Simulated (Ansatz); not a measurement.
## A computed series for KTaO3: response to strain

Take KTaO₃ in the cubic perovskite structure (space group Pm-3m, No. 221; a = 3.9520 Å) as the base. Axes: x, y, z lie along the cube axes.

Strains are applied to the cell and any free atomic positions relax.

All numbers come from LDA (Ansatz, an electronic-structure program; PAW; 420 eV plane waves; no spin-orbit coupling).

Notes on the quantities. energy relative to the base: free energy F.

```csv
uniaxial strain ε_zz (%),energy relative to the base (meV/atom)
-3,18.9
-2.4,11.9
-1.8,6.6
-1.2,2.9
-0.6,?
0,0.0
```

### Question
Fit ΔE = Aε² + Bε³ (ε in %) to the rows shown and predict the withheld row.

### Answer
Least squares on the printed values gives A = 1.94 and B = -0.052 meV/atom (largest residual 0.0 meV/atom); this predicts 0.7 meV/atom, and the run gives 0.7 meV/atom, in agreement.

Whether these cells are dynamically stable was not tested.
